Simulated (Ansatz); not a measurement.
Base system: GaN in the wurtzite structure (space group P6_3mc, No. 186; a = 3.1833 Å, c = 5.1839 Å). Axes: x lies along a and z along c of the hexagonal cell.

Calculations: r2SCAN (Ansatz, an electronic-structure program), no spin-orbit coupling, earlier PAW set.

Strains are applied to the cell and any free atomic positions relax; under biaxial strain the out-of-plane vector relaxes too.

One change was made to it. Results:

```tsv
quantity	base	after
gap character	direct at Γ	direct at Γ
shortest interatomic distance	194.6 pm	194.7 pm
valence-band top at Γ (three highest levels, from the VBM)	0.00, 0.00, -0.04 eV	0.00, -0.01, -0.04 eV
electron mass	0.17 mₑ along c, 0.19 mₑ across (at Γ)	0.17 mₑ along z, 0.19 mₑ across (at Γ)
pressure (mean of the normal stresses, compression positive)	0.00 GPa	-0.31 GPa
```

Name the change that was made.
A) uniaxial strain ε_xx = −4.99 %
B) isotropic strain +2.28 %
C) tensor shear ε_yz = −2.06 %
D) uniaxial strain ε_yy = +0.16 %
E) biaxial strain −2.25 %, plane normal [001], relaxed out of plane

D, uniaxial strain ε_yy = +0.16 %. For comparison, the valence-band top at Γ in the other runs: biaxial strain −2.25 %, plane normal [001], relaxed out of plane gives 0.00, 0.00, -0.27 eV; isotropic strain +2.28 % gives 0.00, 0.00, -0.03 eV; tensor shear ε_yz = −2.06 % gives 0.00, -0.10, -0.24 eV; uniaxial strain ε_xx = −4.99 % gives 0.00, -0.35, -0.40 eV.

Masses are band curvatures over ±0.01 Å⁻¹ around the edge. Whether these cells are dynamically stable was not tested. Labels are those of the standard path for the cell's own space group.
